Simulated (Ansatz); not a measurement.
Structures of equal composition on the (110) surface of bcc Mo: a layer of Co in place of the second plane; a layer of Co in place of the third plane. The slabs share one bottom face, and each structure is named by its start. These are constructed structures in small cells; real faces may alloy, dewet or reconstruct in larger ones, and not all known structures of the face are among them. Slabs of about 11 Å, Fermi-Dirac smearing of 0.1 eV. Bottom of the slabs: a bare face, its two planes held. Relaxed from the named starts with such symmetry as they have, on meshes of like density; energies extrapolated to zero smearing; spin only where a row says so; no spin-orbit coupling, no U. Brackets mark spin-polarised runs, whose order is one that fits the cell.

The numbers are results of PBE (plane waves to 420 eV, PAW; Ansatz, a first-principles code), not measurements.

Problem. Put the candidates in order of energy per 1x1 cell, lowest first, for PBE.

Solution. a layer of Co in place of the third plane (0.000 eV [spin, 0.3 μB a cell]), a layer of Co in place of the second plane (0.134 eV [spin, 0.7 μB a cell])
